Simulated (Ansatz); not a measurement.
Formation energy of the bound charge states of O interstitial in rock-salt CaO (start: void with 4Ca4O nearest; 64-site cell, 2×2×2 shifted sampling) against the Fermi level, Ca-rich (Δμ(O) = -5.89 eV; only phases computed here count, gases as isolated molecules at 0 K). The numbers are results of PBE, PAW (plane waves to 420 eV; Ansatz, a quantum-chemistry and plane-wave program), not measurements.

Set-up: 64-site cell; 2×2×2 shifted k-points; host gap 3.66 eV; charged states image-corrected; not converged in cell size; flagged in the runs: a doubtful potential alignment.

Left out: charge +1 (carrier in host band states).

```
E_F − E_VBM (eV)  q = 0  q = −1  q = −2
----------------  -----  ------  ------
0.00               7.23    9.67   11.46
0.46               7.23    9.21   10.55
0.91               7.23    8.75    9.63
1.37               7.23    8.30    8.72
1.83               7.23    7.84    7.80
2.29               7.23    7.38    6.89
2.74               7.23    6.92    5.98
3.20               7.23    6.47    5.06
3.66               7.23    6.01    4.15
```

Crossings of the lowest lines: (0/−2) at 2.11 eV.
